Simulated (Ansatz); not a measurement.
Reference: LiPd$_{3}$ (Pm-3m), PBEsol, DFPT electron-phonon coupling, linearised Boltzmann equation (plane waves, PAW, scalar-relativistic; Ansatz, a first-principles code); geometry: relaxed with this functional, without spin-orbit coupling.

```cif
data_LiPd3
_chemical_formula_sum 'Li1 Pd3'
_space_group_name_H-M_alt 'P 1'
_space_group_IT_number 1
_cell_length_a 3.81600
_cell_length_b 3.81600
_cell_length_c 3.81600
_cell_angle_alpha 90.000
_cell_angle_beta 90.000
_cell_angle_gamma 90.000
loop_
_space_group_symop_operation_xyz
  'x, y, z'
loop_
_atom_site_label
_atom_site_type_symbol
_atom_site_fract_x
_atom_site_fract_y
_atom_site_fract_z
_atom_site_occupancy
Li1 Li 0.00000 0.00000 0.00000 1
Pd1 Pd 0.00000 0.50000 0.50000 1
Pd2 Pd 0.50000 0.00000 0.50000 1
Pd3 Pd 0.50000 0.50000 0.00000 1
```

The resistivity at 300 K comes out as 12.3 μΩ·cm.

Question: Swap Pd for Pt, keeping the structure type. How do these values move?

Answer: LiPt3 (Pm-3m): volume per atom 13.9 to 14.0 Å³; resistivity at 300 K falls (12.3 μΩ·cm to 7.9 μΩ·cm).

Question: Swap Li for Sn, keeping the structure type. How do these values move?

Answer: Pd$_{3}$Sn (Pm-3m): volume per atom 13.9 to 15.7 Å³; resistivity at 300 K rises (12.3 μΩ·cm to 33 μΩ·cm).

Question: Swap Li for Mg, keeping the structure type. How do these values move?

Answer: MgPd3 (Pm-3m): volume per atom 13.9 to 14.9 Å³; resistivity at 300 K falls (12.3 μΩ·cm to 9.8 μΩ·cm).

Moves up to 14 % count as about the same. Metals; harmonic phonons alone scatter; means over directions. Halving the electron mesh moves these values by up to 10 %; q meshes are mostly untested. Some of the runs warned that the eigensolver left states short of its tolerance. Spin-orbit coupling is left out.

Formula and space group known from diffraction (Crystallography Open Database), not checked to be the room-temperature form: Pd3Sn (Pm-3m). Computed structure with no diffraction record at hand here (it may be known, metastable or hypothetical): LiPd3 (Pm-3m), LiPt3 (Pm-3m), MgPd3 (Pm-3m). The missing spin-orbit coupling matters most for LiPt3 (Pm-3m).
